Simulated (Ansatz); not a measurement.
Cu on the 1x1 (110) surface of rutile TiO2 (cut with top plane O), one in a 1x1 cell, energies for each (19.5 Å²). Energies are against an atom of fcc Cu, without zero-point or thermal terms; each row is named by its start.

Host crystal: rutile TiO2, with a band gap (PBE, scalar-relativistic without spin-orbit coupling).

These are PBE (plane waves to 420 eV, PAW; Ansatz, an electronic-structure program) values and carry that method's errors.

Model: 25-atom slab, 12.7 Å thick at the start under the adsorbate, 8x3x1 mesh, Fermi-Dirac 0.01 eV, dipole correction, 12 atoms held, the rest relaxed; each run with such symmetry as its start has; spin-polarised, no spin-orbit, no U, no dispersion correction.

A negative adsorption energy means that the adsorbate is more stable on the surface than in its reference. Heights count from the host atoms within 0.3 Å of the top one. Moments of ungapped slabs depend on the mesh.

```json
[
 {"starting site": "top O", "E_ads (eV)": "2.00", "height (Å)": "1.88", "nearest host atom (Å)": "O 1.88", "bonded to": "O", "change of the vacuum step (eV)": "-0.93", "lateral drift (Å)": "0.0", "moment (μB)": "0.1"},
 {"starting site": "over Ti at depth 1.1 Å", "E_ads (eV)": "2.20", "height (Å)": "1.41", "nearest host atom (Å)": "O 2.04", "bonded to": "2 O + Ti", "change of the vacuum step (eV)": "-0.58", "lateral drift (Å)": "0.0", "moment (μB)": "0.1"},
 {"starting site": "over O at depth 1.2 Å", "E_ads (eV)": "2.32", "height (Å)": "0.93", "nearest host atom (Å)": "O 2.08", "bonded to": "O + 3 Ti", "change of the vacuum step (eV)": "-0.24", "lateral drift (Å)": "0.3", "moment (μB)": "0.2"}
]
```
